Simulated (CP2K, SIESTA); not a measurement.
A CP2K input for a self-consistent single point of SnSe₂ (P-3m1, 3 atoms in the cell) (DFT LDA (Pade form), GPW, TZVP-MOLOPT-SR-GTH basis, GTH-PADE potentials (GTH_POTENTIALS)):

```
&GLOBAL
  PROJECT calc
  RUN_TYPE ENERGY_FORCE
  PRINT_LEVEL MEDIUM
&END GLOBAL
&FORCE_EVAL
  METHOD Quickstep
  STRESS_TENSOR ANALYTICAL
  &DFT
    BASIS_SET_FILE_NAME BASIS_MOLOPT_UCL
    POTENTIAL_FILE_NAME GTH_POTENTIALS
    &QS
      METHOD GPW
      EPS_DEFAULT 1E-10
    &END QS
    &MGRID
      CUTOFF 400
      REL_CUTOFF 50
      NGRIDS 4
    &END MGRID
    &SCF
      SCF_GUESS ATOMIC
      EPS_SCF 1E-7
      MAX_SCF 100
      ADDED_MOS 4
      &DIAGONALIZATION
        ALGORITHM STANDARD
      &END DIAGONALIZATION
      &MIXING
        METHOD BROYDEN_MIXING
        ALPHA 0.4
        NBUFFER 8
      &END MIXING
      &SMEAR ON
        METHOD FERMI_DIRAC
        ELECTRONIC_TEMPERATURE [K] 580.23
      &END SMEAR
    &END SCF
    &KPOINTS
      SCHEME MONKHORST-PACK 7 7 4
      GAMMA_CENTERED T
    &END KPOINTS
    &XC
      &XC_FUNCTIONAL PADE
      &END XC_FUNCTIONAL
    &END XC
    &PRINT
      &MO
        EIGENVALUES T
        OCCUPATION_NUMBERS T
        NDIGITS 8
        FILENAME mo
        &EACH
          QS_SCF 0
        &END EACH
        ADD_LAST NUMERIC
      &END MO
      &MULLIKEN ON
      &END MULLIKEN
    &END PRINT
  &END DFT
  &SUBSYS
    &CELL
      A 3.81000000 0.00000000 0.00000000
      B -1.90500000 3.29955700 0.00000000
      C 0.00000000 0.00000000 6.14000000
      PERIODIC XYZ
    &END CELL
    &COORD
      Sn       0.00000000     0.00000000     0.00000000
      Se      -0.00000002     2.19970468     1.53500000
      Se       1.90500002     1.09985232     4.60500000
    &END COORD
    &KIND Sn
      BASIS_SET TZVP-MOLOPT-SR-GTH
      POTENTIAL GTH-PADE-q4
    &END KIND
    &KIND Se
      BASIS_SET TZVP-MOLOPT-SR-GTH
      POTENTIAL GTH-PADE-q6
    &END KIND
  &END SUBSYS
  &PRINT
    &FORCES ON
    &END FORCES
    &STRESS_TENSOR ON
    &END STRESS_TENSOR
  &END PRINT
&END FORCE_EVAL
```

Q: Translate this input to SIESTA.

A: This is the input that was run; spellings and numerical settings could be chosen otherwise.

```
# files in the folder: Sn.psml Se.psml (PseudoDojo LDA standard)
SystemName  SnSe2
SystemLabel SnSe2

NumberOfAtoms                3
NumberOfSpecies              2
%block ChemicalSpeciesLabel
  1 50 Sn
  2 34 Se
%endblock ChemicalSpeciesLabel
LatticeConstant              1.0 Ang
%block LatticeVectors
     1.905000000   -3.299556790    0.000000000
     1.905000000    3.299556790    0.000000000
     0.000000000    0.000000000    6.140000000
%endblock LatticeVectors
AtomicCoordinatesFormat      Ang
%block AtomicCoordinatesAndAtomicSpecies
     0.000000000    0.000000000    0.000000000  1
     1.905000000    1.099852285    1.535000000  2
     1.905000000   -1.099852285    4.605000000  2
%endblock AtomicCoordinatesAndAtomicSpecies

XC.functional                LDA
XC.authors                   PW92
PAO.BasisSize                TZP
PAO.EnergyShift              0.01 Ry
MeshCutoff                   300 Ry
%block kgrid.MonkhorstPack
    7   0   0  0.0
    0   7   0  0.0
    0   0   4  0.0
%endblock kgrid.MonkhorstPack
OccupationFunction           FD
ElectronicTemperature        50.0 meV

MaxSCFIterations             150
SCF.Mixer.Method             Broyden
SCF.Mixer.Weight             0.1
SCF.Mixer.History            6
SCF.DM.Tolerance             1.0E-05
Diag.ParallelOverK           true
WriteForces                  true
Charge.Mulliken              end
```

Basis, cutoffs, solver keys and any potentials are the target program's own. This input uses DFT, LDA PW92, numerical atomic orbitals TZP, PseudoDojo LDA standard norm-conserving potentials (rewritten from UPF to PSML). LDA parametrisations can differ slightly between programs.

The starting cell has typed, rounded lattice constants, without a prior relaxation at this level.
